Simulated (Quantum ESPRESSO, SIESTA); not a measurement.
A Quantum ESPRESSO input for a self-consistent single point of Ga₃Tc (I4/mmm, 4 atoms in the cell) (DFT, LDA (PZ), plane waves, GBRV 1.5 ultrasoft (LDA) pseudopotentials):

```fortran
&control
    calculation = 'scf'
    prefix = 'Ga3Tc'
    outdir = './tmp/'
    pseudo_dir = './'
    verbosity = 'high'
    tprnfor = .true.
    tstress = .true.
/
&system
    ibrav = 0
    nat = 4
    ntyp = 2
    ecutwfc = 50
    ecutrho = 400
    occupations = 'smearing'
    smearing = 'gauss'
    degauss = 0.0073499
/
&electrons
    conv_thr = 1e-10
    mixing_beta = 0.4
/
ATOMIC_SPECIES
Ga    69.7230  ga_lda_v1.4.uspp.F.UPF
Tc    97.9072  tc_lda_v1.uspp.F.UPF
ATOMIC_POSITIONS crystal
Ga    0.750000000    0.250000000    0.500000000
Ga    0.250000000    0.750000000    0.500000000
Ga    0.500000000    0.500000000    0.000000000
Tc    0.000000000    0.000000000    0.000000000
K_POINTS automatic
9 9 9  0 0 0
CELL_PARAMETERS angstrom
  -1.857732000     1.857732000     3.964835000
   1.857732000    -1.857732000     3.964835000
   1.857732000     1.857732000    -3.964835000
```

Translate this input to SIESTA.

One input that does it (others would too):

```
# files in the folder: Ga.psml Tc.psml (PseudoDojo LDA standard)
SystemName  Ga3Tc
SystemLabel ga3tc

NumberOfAtoms                4
NumberOfSpecies              2
%block ChemicalSpeciesLabel
  1 31 Ga
  2 43 Tc
%endblock ChemicalSpeciesLabel
LatticeConstant              1.0 Ang
%block LatticeVectors
    -1.857732000    1.857732000    3.964835000
     1.857732000   -1.857732000    3.964835000
     1.857732000    1.857732000   -3.964835000
%endblock LatticeVectors
AtomicCoordinatesFormat      ScaledCartesian
%block AtomicCoordinatesAndAtomicSpecies
     0.000000000    1.857732000    1.982417500  1
     1.857732000    0.000000000    1.982417500  1
     0.000000000    0.000000000    3.964835000  1
     0.000000000    0.000000000    0.000000000  2
%endblock AtomicCoordinatesAndAtomicSpecies

XC.functional                LDA
XC.authors                   PW92
PAO.BasisSize                DZP
PAO.EnergyShift              0.005 Ry
MeshCutoff                   300 Ry
%block kgrid.MonkhorstPack
    9   0   0  0.0
    0   9   0  0.0
    0   0   9  0.0
%endblock kgrid.MonkhorstPack
OccupationFunction           MP
OccupationMPOrder            0
ElectronicTemperature        0.1 eV

MaxSCFIterations             150
SCF.Mixer.Method             Broyden
SCF.Mixer.Weight             0.2
SCF.Mixer.History            6
SCF.DM.Tolerance             1.0E-04
Diag.ParallelOverK           true
WriteForces                  true
```

Basis, cutoffs, solver keys and any potentials are the target program's own. This input uses DFT, LDA PW92, numerical atomic orbitals DZP, PseudoDojo LDA standard norm-conserving potentials (rewritten from UPF to PSML). LDA parametrisations can differ slightly between programs. Both were run: pressure 3.77 GPa in Quantum ESPRESSO and 6.03 in SIESTA.

On Quantum ESPRESSO: the starting cell comes from a database of computed structures (which also holds hypothetical and non-ambient phases and stackings), without a prior relaxation at this level. For this run, on top of that: lattice scaled by 0.98. Spin polarisation is off. With a pressure of about 4 GPa the cell is away from its equilibrium volume at this level.

On SIESTA: the starting cell comes from a database of computed structures (which also holds hypothetical and non-ambient phases and stackings), without a prior relaxation at this level. For this run, on top of that: lattice scaled by 0.98. Spin polarisation is off. Values carry the incompleteness of an atom-centred basis. With a pressure of about 6 GPa the cell is away from its equilibrium volume at this level.
